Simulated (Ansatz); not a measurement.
# BeS: biaxial strain −1.50 %, plane normal [001], relaxed out of plane

The reference is BeS in the zinc blende structure (space group F-43m, No. 216; a = 4.796 Å). Axes: x, y, z lie along the cube axes.

One thing is altered: biaxial strain −1.50 %, plane normal [001], relaxed out of plane (Cartesian); in-plane vectors clamped, the third vector and the atoms free.

Method: LDA (Ansatz, a first-principles code; PAW; 420 eV plane waves; without spin-orbit coupling). Γ-centred 12×12×12 mesh, Fermi–Dirac width 0.05 eV.

The volume per atom decreases by 0.25 Å³ (13.79 Å³ → 13.54 Å³) and the shortest interatomic distance drops by 0.012 Å (2.077 Å → 2.065 Å). The energy grows by 3.6 meV/atom and the pressure (mean of the normal stresses, compression positive) goes from zero to 19.1 kbar. The band gap decreases by 0.169 eV, from 2.82 eV to 2.66 eV and the gap character is indirect, Γ → X. The smallest direct gap drops by 0.07 eV to 5.42 eV and the electron mass goes from 0.80 mₑ along k, 0.28 mₑ across (at X) to 0.77 mₑ along k, 0.28 mₑ across (at X). The valence-band top at Γ (three highest levels, from the VBM) goes from 0.00, 0.00, 0.00 eV to 0.00, 0.00, -0.16 eV and the valley order (the lowest conduction-band minima on the path, energy above the VBM, named in the base's zone) goes from X along ⟨100⟩ 2.82 eV to X along [010] 2.66 eV; X along [001] 2.88 eV. The out-of-plane strain is +1.21 % and the ratio −ε⊥/ε∥ is 0.80.

Masses are band curvatures over ±0.01 Å⁻¹ around the edge. Along k means along the line from Γ to the band edge. Stability against distortions was not tested. k-point labels follow each cell's own Brillouin zone.
